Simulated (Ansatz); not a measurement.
Take Zr in the hcp (Mg type) structure (space group P6_3/mmc, No. 194; a = 3.244 Å, c = 5.158 Å; relaxed with 0.1 eV smearing) as the base. Axes: x lies along a and z along c of the hexagonal cell.

The values are results of Kohn–Sham DFT with the r2SCAN functional, run in Ansatz (a program for electronic structure) with PAW and 500 eV plane waves, no spin-orbit coupling, earlier PAW set, not measurements.

Before the change:

```
Item                            Result
-----------------------------  -------
Shortest interatomic distance  3.188 Å
```

Modification: tensile biaxial strain of 0.84 % in the plane normal to [001], as in epitaxy on a mismatched substrate; the out-of-plane cell vector and the atoms relax.

Question: Predict the new out-of-plane strain.

Answer: The out-of-plane strain is -0.61 %.

Question: What does the calculation give for the shortest interatomic distance after the change?

Answer: The shortest interatomic distance shrinks by 0.0035 Å (3.188 Å → 3.184 Å).

Whether these cells are dynamically stable was not tested. The final runs are not spin-polarised.
